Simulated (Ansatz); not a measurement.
**Y: pressure −1 GPa**

Start from Y in the hcp (Mg type) structure (space group P6_3/mmc, No. 194; a = 3.656 Å, c = 5.678 Å).

Modification: a negative pressure, −1 GPa.

Calculations: PBE (Ansatz, an electronic-structure program; PAW; 420 eV plane waves; without spin-orbit coupling). k-mesh 15×15×8 (Γ-centred); smearing 0.05 eV (Fermi–Dirac).

```csv
quantity,base,changed,shift
volume per atom,32.87 Å³,33.71 Å³,+0.84 Å³
density,4.49 g/cm³,4.38 g/cm³,-0.11 g/cm³
lattice parameter a,3.656 Å,3.687 Å,+0.031 Å
shortest interatomic distance,3.538 Å,3.568 Å,+0.030 Å
band gap,zero,zero,–
```

Final structure:

```yaml
crystal:
  lattice:
    - [3.68673, 0.00000, 0.00000]
    - [-1.84336, 3.19280, 0.00000]
    - [0.00000, 0.00000, 5.72726]
  atoms:
    - { symbol: Y, position: [0.33333, 0.66667, 0.75000] }
    - { symbol: Y, position: [0.66667, 0.33333, 0.25000] }
```

Load acts through the strain it causes; cell and atoms are relaxed under it. Stability against distortions was not tested. All final runs are without spin polarisation.
